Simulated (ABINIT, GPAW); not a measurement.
A GPAW input for a self-consistent single point of CsBrF6 (R-3, 8 atoms in the cell) (DFT LDA (Perdew-Wang 92), plane waves, GPAW PAW datasets LDA (gpaw-data 1.0.1)):

```python
from ase import Atoms
from ase.units import GPa
from gpaw import GPAW, PW, FermiDirac

atoms = Atoms(['Cs', 'Br', 'F', 'F', 'F', 'F', 'F', 'F'],
              cell=[[3.918125, 2.262131, 2.653597],
                    [-3.918125, 2.262131, 2.653597],
                    [0.000000, -4.524261, 2.653597]],
              scaled_positions=[[0.500000, 0.500000, 0.500000],
                                [0.000000, 0.000000, 0.000000],
                                [0.805630, 0.700850, 0.078030],
                                [0.194370, 0.299150, 0.921970],
                                [0.078030, 0.805630, 0.700850],
                                [0.921970, 0.194370, 0.299150],
                                [0.700850, 0.078030, 0.805630],
                                [0.299150, 0.921970, 0.194370]],
              pbc=True)

calc = GPAW(mode=PW(950),
            xc='LDA',
            kpts=(5, 5, 5),
            occupations=FermiDirac(0.05),
            nbands=-6,
            convergence={'bands': -4},
            symmetry={'symmorphic': False, 'tolerance': 0.0005},
            maxiter=100)

atoms.calc = calc

energy = atoms.get_potential_energy()
print('Energy (eV):', round(energy, 6))
forces = atoms.get_forces()
print('Forces (eV/Ang):')
print(forces.round(5))
stress = atoms.get_stress()
print('Stress (GPa, Voigt):', (stress / GPa).round(4))
```

Task: Translate this input to ABINIT.

Result: This is the input that was run; spellings and numerical settings could be chosen otherwise.

```
# CsBrF6, PseudoDojo nc-sr-04 LDA standard
pp_dirpath "./"
pseudos "Cs.upf, Br.upf, F.upf"
acell 3*1.0
rprim
         7.4041834064    4.2748075684    5.0145713317
        -7.4041834064    4.2748075684    5.0145713317
         0.0000000000   -8.5496142800    5.0145720621
natom 8
ntypat 3
znucl 55 35 9
typat 1 2 3 3 3 3 3 3
xred
         0.5000000000    0.5000000000    0.5000000000
         0.0000000000    0.0000000000    0.0000000000
         0.8056300000    0.7008500000    0.0780300000
         0.1943700000    0.2991500000    0.9219700000
         0.0780300000    0.8056300000    0.7008500000
         0.9219700000    0.1943700000    0.2991500000
         0.7008500000    0.0780300000    0.8056300000
         0.2991500000    0.9219700000    0.1943700000
ecut 42
occopt 3
tsmear 0.00183747
nband 37
kptopt 1
ngkpt 5 5 5
nshiftk 1
shiftk 0 0 0
nstep 80
tolvrs 1.0e-11
prtwf 0
prtden 0
enunit 2
```

Basis settings and potentials, where a program has them, do not carry over. This input uses DFT, LDA (PW92), plane waves, norm-conserving pseudopotentials (PseudoDojo nc-sr-04 LDA standard). LDA parametrisations can differ slightly between programs.

The starting cell comes from a database of computed structures (which also holds hypothetical and non-ambient phases and stackings), without a prior relaxation at this level.
